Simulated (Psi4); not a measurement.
Psi4 1.11, TPSS/def2-svpd: Cr(O)2(Br)(Me) ([CH3][Cr](=[O])(=[O])[Br]), 8 atoms. The geometry is a generated start, not checked to be a minimum at this level.

```
Item                                                Result
--------------------------  ------------------------------
task                                                energy
method                                                tpss
basis                                            def2-svpd
memory                                                3 GB
maxiter                                                100
keys of the molecule block                     symmetry c1
scf_type                                      df (default)
guess                       auto, which took SAD (default)
scf_initial_accelerator                    adiis (default)
e_convergence                              1e-06 (default)
d_convergence                              1e-06 (default)
dft_radial_points                             75 (default)
dft_spherical_points                         302 (default)
basis functions                                        165
grid points                                         172991
```

```xyz
8

Cr     0.7499    -0.7125    -0.3295
O      1.5179     0.1920    -1.3102
O      1.2821    -1.1546     1.0464
Br    -0.6058    -2.1728    -1.3011
C     -0.5606     0.7692     0.3820
H     -0.0167     1.5632     0.8905
H     -1.2636     0.3157     1.0865
H     -1.1032     1.1998    -0.4645
```

Charge 0 and multiplicity 1 are set for this test and not shown to be the ground state.

One run each on 2 threads. Values of diis_max_vecs tried: 3, 6, 10 (default), 20.

Question: Which value of diis_max_vecs needs the fewest SCF iterations, and what happens away from it?

Answer: Fewest SCF iterations, within one of each other: 10 (default) with 15, 20 with 15. The count rises to 18 at 6. The run ends without SCF convergence in 100 iterations at 3.

```json
[
 {"diis_max_vecs": "3", "SCF iterations": "100", "end": "no convergence"},
 {"diis_max_vecs": "6", "SCF iterations": "18", "end": "same solution"},
 {"diis_max_vecs": "10 (default)", "SCF iterations": "15", "end": "same solution"},
 {"diis_max_vecs": "20", "SCF iterations": "15", "end": "same solution"}
]
```
